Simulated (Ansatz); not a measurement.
The cell is made up: elements placed on another compound's structure type, so the phase may be hypothetical.

Consider the following.

```
CELL_PARAMETERS angstrom
      4.03423     0.00000     0.00000
      0.00000     9.72178     0.00000
      0.00000     4.86089     4.86089
ATOMIC_POSITIONS crystal
  Al 0.00000 0.67218 0.00000
  Al 0.00000 0.32782 0.00000
  Al 0.50000 0.17218 0.65563
  Al 0.50000 0.82782 0.34437
  As 0.00000 0.68717 0.62566
  As 0.00000 0.31283 0.37434
  As 0.50000 0.81283 0.00000
  As 0.50000 0.18717 0.00000
```

Space group of this cell: P4_2/mnm. The cell was relaxed by PBE-D3(BJ).

Transport runs along the normal of the first two printed cell vectors.

The gap is the functional's own, uncorrected, and κ follows it; spin-orbit coupling is left out. Mid-gap values are interpolated between the computed energies.

Q: Compute, with PBEsol in Ansatz (a program for electronic structure), the band gap and the smallest decay constant κ at mid-gap.

A: Gap 1.34 eV on a 8×6×6 mesh; κ = 0.112 1/Å, at the zone centre.
